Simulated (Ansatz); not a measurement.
# Pressure series in ZnCu

Base system: ZnCu in the CsCl type structure (space group Pm-3m, No. 221; a = 2.9638 Å).

Cell and atoms are relaxed at each pressure.

All numbers come from PBE (Ansatz, a first-principles code, PAW, scalar-relativistic without spin-orbit coupling).

| pressure (GPa) | volume per atom (Å³/atom) |
|---|---|
| -2 | 13.257 |
| -1 | 13.134 |
| 0 | 13.017 |
| 3 | 12.700 |
| 7 | 12.340 |
| 15 | ? |
| 30 | 10.974 |
| 50 | 10.240 |
| 100 | 9.098 |

Problem. Fit the third-order Birch–Murnaghan form P(V) = (3B₀/2)[(V₀/V)^(7/3) − (V₀/V)^(5/3)]·[1 + (3/4)(B₀′ − 4)((V₀/V)^(2/3) − 1)] (squares taken in P) to the rows shown and predict the withheld row.

Solution. Least squares on the printed values gives V₀ = 13.017 Å³/atom, B₀ = 116 GPa, B₀′ = 4.9; this predicts 11.763 Å³/atom, and the run gives 11.761 Å³/atom, 0.002 lower.

Measured bulk modulus of ZnCu: 116 GPa (temperature not stated; as listed in Niraj K. Nepal et al., Phys. Rev. B (2020)); the computed value is for a static lattice, so the two differ by thermal effects too.

Load acts through the strain it causes; cell and atoms are relaxed under it. No phonon test of stability was made. No other phases were tried under pressure. All final runs are without spin polarisation.
